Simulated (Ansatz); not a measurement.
## Pressure series in CsSnI3

Consider CsSnI3 in the cubic perovskite structure (space group Pm-3m, No. 221).

```
CsSnI3
1.0
    6.27133     0.00000     0.00000
    0.00000     6.27133     0.00000
    0.00000     0.00000     6.27133
Cs Sn I
1 1 3
Cartesian
  0.00000   0.00000   0.00000
  3.13567   3.13567   3.13567
  0.00000   3.13567   3.13567
  3.13567   3.13567   0.00000
  3.13567   0.00000   3.13567
```

Cell and atoms are relaxed at each pressure.

Level of theory: PBE in Ansatz (plane waves to 420 eV, PAW, without spin-orbit coupling).

Only one of these keeps a band gap. Which?
A) pressure 50 GPa
B) pressure 15 GPa
C) pressure −1 GPa
D) pressure 100 GPa

C, pressure −1 GPa. Computed: pressure 50 GPa: zero; pressure −1 GPa: 0.78 eV; pressure 15 GPa: zero; pressure 100 GPa: zero

A case with no gap was solved on a k-mesh chosen for an insulator, which is coarse for it. Spin-orbit coupling, missing from the scalar runs, can matter with I. Load acts through the strain it causes; cell and atoms are relaxed under it. No phonon test of stability was made. No other phases were tried under pressure. The final runs are not spin-polarised. Many cubic perovskites are stable only at high temperature; tilts and polar distortions were not tested. The zero or small gap of CsSnI3 under pressure 50 GPa and CsSnI3 under pressure 15 GPa can change with the level of theory.

Ansatz is a first-principles code.
